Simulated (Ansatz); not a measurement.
Here is the system:

End structure of a constructed model of the (110) surface of bcc Nb, a cell of two sites (a+b, b-a) layer of I, one a cell, on the site that continues the host's stacking (bottom of the slab: a bare face, its two planes held):

```yaml
crystal:
  lattice:
    - [1.91155, 2.70334, 0.00000]
    - [-3.82309, 2.70334, 0.00000]
    - [0.00000, 0.00000, 30.50000]
  atoms:
    - { symbol: Nb, position: [0.50000, 0.00000, 0.26417] }
    - { symbol: Nb, position: [0.00000, 0.50000, 0.26417] }
    - { symbol: Nb, position: [0.00000, 0.00000, 0.34093] }
    - { symbol: Nb, position: [0.50000, 0.50000, 0.34093] }
    - { symbol: Nb, position: [0.50000, 0.00000, 0.41774] }
    - { symbol: Nb, position: [0.00000, 0.50000, 0.41732] }
    - { symbol: Nb, position: [0.00000, 0.00000, 0.49420] }
    - { symbol: Nb, position: [0.50000, 0.50000, 0.49494] }
    - { symbol: Nb, position: [0.50000, 0.00000, 0.56948] }
    - { symbol: Nb, position: [0.00000, 0.50000, 0.57195] }
    - { symbol: Nb, position: [0.00000, 0.00000, 0.64587] }
    - { symbol: Nb, position: [0.50000, 0.50000, 0.64793] }
    - { symbol: I, position: [0.50000, 0.00000, 0.72059] }
```

Set-up: 13 atoms, 14.4 Å thick at the start; mesh 11x8x1; 0.1 eV smearing; dipole correction on; 4 atoms held, the rest relaxed; symmetry of the start imposed; no spin, no spin-orbit, no U. It is one candidate, not shown to be the stable structure of the face.

**Question.** What is the computed work function of the top face (PBE (Ansatz, a first-principles code))?

**Answer.** 3.47 eV
